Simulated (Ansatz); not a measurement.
## A computed series for Ti: response to strain

The parent structure is Ti in the hcp (Mg type) structure (space group P6_3/mmc, No. 194; a = 2.940 Å, c = 4.654 Å; relaxed with 0.1 eV smearing). Axes: x lies along a and z along c of the hexagonal cell.

Strains are applied to the cell and any free atomic positions relax.

All numbers come from PBE/PAW in Ansatz (a program for electronic structure), no SOC.

Notes on the quantities. energy relative to the base: free energy F.

| change | shortest interatomic distance | energy relative to the base |
|---|---|---|
| base | 2.880 Å | 0 meV/atom |
| uniaxial strain ε_zz = −3.00 % | 2.824 Å | +9.6 meV/atom |
| uniaxial strain ε_zz = −2.50 % | 2.833 Å | +6.6 meV/atom |
| uniaxial strain ε_zz = −2.00 % | 2.843 Å | +4.2 meV/atom |
| uniaxial strain ε_zz = −0.50 % | 2.871 Å | +0.3 meV/atom |
| uniaxial strain ε_zz = +0.50 % | 2.890 Å | +0.2 meV/atom |
| uniaxial strain ε_zz = +1.00 % | … | … |
| uniaxial strain ε_zz = +1.50 % | 2.909 Å | +2.2 meV/atom |
| uniaxial strain ε_zz = +2.50 % | 2.927 Å | +6.0 meV/atom |
| uniaxial strain ε_zz = +3.00 % | 2.937 Å | +8.6 meV/atom |

Q: Complete the table.

A: 
- uniaxial strain ε_zz = +1.00 %, shortest interatomic distance: 2.899 Å
- uniaxial strain ε_zz = +1.00 %, energy relative to the base: +1.0 meV/atom

Stability against distortions was not tested. The final runs are not spin-polarised.
